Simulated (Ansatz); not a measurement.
Response to strain in hypothetical rock salt GaSb

Base system: GaSb in the rock salt structure (space group Fm-3m, No. 225; a hypothetical phase, not in the database extracts checked; relaxed with 0.1 eV smearing).

```
CELL_PARAMETERS angstrom
      0.00000     2.84949     2.84949
      2.84949     0.00000     2.84949
      2.84949     2.84949     0.00000
ATOMIC_POSITIONS crystal
  Sb 0.00000 0.00000 0.00000
  Ga 0.50000 0.50000 0.50000
```

Cartesian axes are those of the cell as printed.

Strains are applied to the cell and any free atomic positions relax; under biaxial strain the out-of-plane vector relaxes too; under stress the whole cell relaxes.

Method: PBEsol/PAW in Ansatz (a first-principles code), no spin-orbit coupling.

Notes on the quantities. energy relative to the base: free energy F.

| case | energy relative to the base | shortest interatomic distance |
|---|---|---|
| base | 0 meV/atom | 2.849 Å |
| biaxial strain −1.08 %, plane normal [001], relaxed out of plane | +2.5 meV/atom | 2.819 Å |
| uniaxial strain ε_yy = −2.79 % | +8.3 meV/atom | 2.770 Å |
| uniaxial stress, 0.5 GPa compression along z | +0.1 meV/atom | 2.838 Å |
| uniaxial stress, 2 GPa tension along z | +2.8 meV/atom | 2.839 Å |

Beyond what the load breaks, stability against distortions was not tested. The final runs are not spin-polarised.
